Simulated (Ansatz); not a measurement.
## LaCu$_{2}$ (P6/mmm): resistivity and electron-phonon coupling

Here is the system:

```
Cu2La
1.0
    4.26761     0.00000     0.00000
   -2.13380     3.69586     0.00000
    0.00000     0.00000     3.76529
La Cu
1 2
Direct
  0.00000   0.00000   0.00000
  0.33333   0.66667   0.50000
  0.66667   0.33333   0.50000
```

Level of theory: PBEsol, DFPT electron-phonon coupling, linearised Boltzmann equation (plane waves, PAW, scalar-relativistic; Ansatz, a program for electronic structure). Geometry: relaxed with this functional, without spin-orbit coupling.

The resistivity at 300 K comes out as 15.9 (x), 15.9 (y), 26 (z) μΩ·cm, the resistivity at 77 K is 3.2 (x), 3.2 (y), 5.2 (z) μΩ·cm and the electron mean free path at 300 K (weighted by the current that each state carries) comes out as 6.6 nm. The electron-phonon coupling λ is 0.41, the transport coupling λ_tr is 0.41 (x), 0.41 (y), 0.42 (z) and the logarithmic mean phonon energy comes out as 9.5 meV. The density of states at the Fermi level is 0.87 states/(eV·spin·cell) and the drude plasma energy comes out as 5.5 (x), 5.5 (y), 4.3 (z) eV. The Tc for μ* = 0.10 (anisotropic Eliashberg) is below 1 K and the Tc for μ* = 0.13 (anisotropic Eliashberg) comes out as below 1 K.

A metal at this level (no band gap). Only scattering by harmonic phonons is included (no impurities, grain boundaries, electron-electron scattering or thermal expansion). Spin-orbit coupling is left out. Halving the electron mesh (24x24x24) moves the resistivity by up to 6 % at 300 K, the mean free path by up to 3 %, the coupling by up to 1 %. Smearing 0.20 eV; phonons on a 4x4x4 q mesh, which this run doesn't test and which matters most at low temperature. Tc comes from the anisotropic Migdal-Eliashberg equations with μ*, a chosen number, referred to 11.7 meV.

Formula and space group known from diffraction (Crystallography Open Database), not checked to be the room-temperature form: LaCu2 (P6/mmm).
